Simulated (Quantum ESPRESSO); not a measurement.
Checking a run of Quantum ESPRESSO on ZrIn (R-3m, 2 atoms in the cell). The aim is a self-consistent single point with DFT, LDA (PZ), plane waves, GBRV 1.5 ultrasoft (LDA) pseudopotentials.

Cell that was meant: a = 5.4518 Å, b = 5.4518 Å, c = 5.4518 Å, α = 34.54°, β = 34.54°, γ = 34.54°.

Part of the input:

```fortran
  nat = 2
  ntyp = 2
  ecutwfc = 40
  ecutrho = 80
  occupations = 'smearing'
  smearing = 'gaussian'
  degauss = 0.019992
```

The program printed (abridged):

```
     Message from routine set_cutoff:
     ecutrho < 4*ecutwfc, are you sure?
     G-vector sticks info
     --------------------
   [... lines left out ...]
        k(    1) = (   0.0000000   0.0000000   0.0000000), wk =   0.0039062
        k(    2) = (  -0.2105540  -0.1215634   0.0443534), wk =   0.0234375
        k(    3) = (  -0.4211079  -0.2431268   0.0887068), wk =   0.0234375
   [... 62 lines left out ...]

     Dense  grid:     3741 G-vectors     FFT dimensions: (  30,  30,  30)

     Initial potential from superposition of free atoms

     starting charge      23.4982, renormalised to      25.0000

     negative rho (up, down):  5.904E-02 0.000E+00
     Self-consistent Calculation

     iteration #  1     ecut=    40.00 Ry     beta= 0.70

     negative rho (up, down):  5.533E-02 0.000E+00

     total energy              =    -231.82148975 Ry
     estimated scf accuracy    <       1.56599538 Ry

     iteration #  2     ecut=    40.00 Ry     beta= 0.70

     negative rho (up, down):  5.560E-02 0.000E+00

     total energy              =    -232.11381706 Ry
     estimated scf accuracy    <       1.13390578 Ry

     iteration #  3     ecut=    40.00 Ry     beta= 0.70

     negative rho (up, down):  5.593E-02 0.000E+00

     total energy              =    -232.37727528 Ry
     estimated scf accuracy    <       0.40711831 Ry

   [... 5 blocks of this kind left out ...]

     iteration #  9     ecut=    40.00 Ry     beta= 0.70

     negative rho (up, down):  5.591E-02 0.000E+00

     total energy              =    -232.44014871 Ry
     estimated scf accuracy    <          1.1E-09 Ry

     iteration # 10     ecut=    40.00 Ry     beta= 0.70

     negative rho (up, down):  5.591E-02 0.000E+00
     End of self-consistent calculation

     the Fermi energy is    12.5715 ev

!    total energy              =    -232.44014871 Ry
     estimated scf accuracy    <          6.1E-12 Ry
     smearing contrib. (-TS)   =      -0.00479797 Ry
     internal energy E=F+TS    =    -232.43535074 Ry

     convergence has been achieved in  10 iterations

     negative rho (up, down):  5.591E-02 0.000E+00

     Forces acting on atoms (cartesian axes, Ry/au):

     atom    1 type  1   force =     0.00000000   -0.00000000    0.00000000
     atom    2 type  2   force =     0.00000000    0.00000000   -0.00000000

     Total force =     0.000000     Total SCF correction =     0.000000

     negative rho (up, down):  5.591E-02 0.000E+00
          total   stress  (Ry/bohr**3)                   (kbar)     P=      -71.77
  -0.00047074  -0.00000000  -0.00000000          -69.25       -0.00       -0.00
   0.00000000  -0.00047074  -0.00000000            0.00      -69.25       -0.00
   0.00000000  -0.00000000  -0.00052214            0.00       -0.00      -76.81

   JOB DONE.
```

Task: Is anything amiss in this input, and did it matter?

Result: The results are close to the sound ones and would serve for rough work. The doubtful point is a density cutoff or grid that is too coarse. The charge density holds wave vectors up to twice those of the orbitals (four times the energy cutoff), and augmentation charges need more still. The run converged in 10 iterations without an error; against the sound input the free energy falls by 4.5 meV/atom and the pressure goes from -7.36 to -7.18 GPa.

An input that runs soundly differs in these lines (not the only fix; some lines may just follow from the change or write a value another way):
```diff
-  ecutrho = 80
+  ecutrho = 320
```

With that input, the run converged in 10 iterations: free energy E − TS -3162.5004 eV; Fermi level (on the code's own zero) 12.57 eV; pressure -7.36 GPa (DFT, LDA (PZ), plane waves, GBRV 1.5 ultrasoft (LDA) pseudopotentials).

On the sound input: the starting cell comes from a database of computed structures (which also holds hypothetical and non-ambient phases and stackings), without a prior relaxation at this level. With a pressure of about -7 GPa the cell is away from its equilibrium volume at this level.
